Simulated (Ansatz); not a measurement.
**Bulk modulus B0 of InBiN₂ (model structure, started from the ScAlN2 type, P3m1, No. 156, 4 atoms in the cell) at several levels of theory**

No measured value is used here.

| level (code) | value (GPa) | cell (Å³/atom) |
|---|---|---|
| LDA (Ansatz) | [?] | 17.42 |
| PBE (Ansatz) | 90.7 | 18.63 |
| PBEsol (Ansatz) | 102 | 17.89 |
| r²SCAN (Ansatz) | 97.6 | 18.14 |

**Question.** Fill in the missing entries.

**Answer.** 
- LDA (Ansatz, a quantum-chemistry and plane-wave program), value (GPa): 109

Density-functional levels without +SOC have no spin–orbit coupling. LDA, PBE, PBEsol, r²SCAN: the bulk modulus is −V dP/dV from two relaxed cells at ±2 % in volume. Each level is taken at its own relaxed cell. Cutoffs differ between the levels. Ansatz's density-functional and Hartree–Fock values are scalar-relativistic unless marked +SOC, with PAW data made under PBE.

A model structure was made by putting elements into a prototype or built by hand; it is no filed structure, need not be a known phase, and can be a saddle point held by its symmetry.
